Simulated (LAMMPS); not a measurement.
System: Al (fcc) with 50 % of Al sites Cu, 864 atoms, bulk, with Monte Carlo swaps of unlike atoms between MD steps at 800 K (17 attempts an atom).

Computed with classical MD, pair style eam/alloy, file AlCu.eam.alloy; code LAMMPS.

Question: Predict the Warren-Cowley parameter Al-Cu, first shell (negative: neighbours more often than at random; error set to 0.002 at least), the Warren-Cowley parameter Al-Al, first shell (negative: neighbours more often than at random; error set to 0.002 at least), the volume per atom, the energy change from the random arrangement.

Answer: Warren-Cowley parameter Al-Cu, first shell (negative: neighbours more often than at random; error set to 0.002 at least): -0.120 ± 0.003; Warren-Cowley parameter Al-Al, first shell (negative: neighbours more often than at random; error set to 0.002 at least): 0.120 ± 0.003; volume per atom: 14.596 ± 0.007 Å³; energy change from the random arrangement: -16 meV/atom.
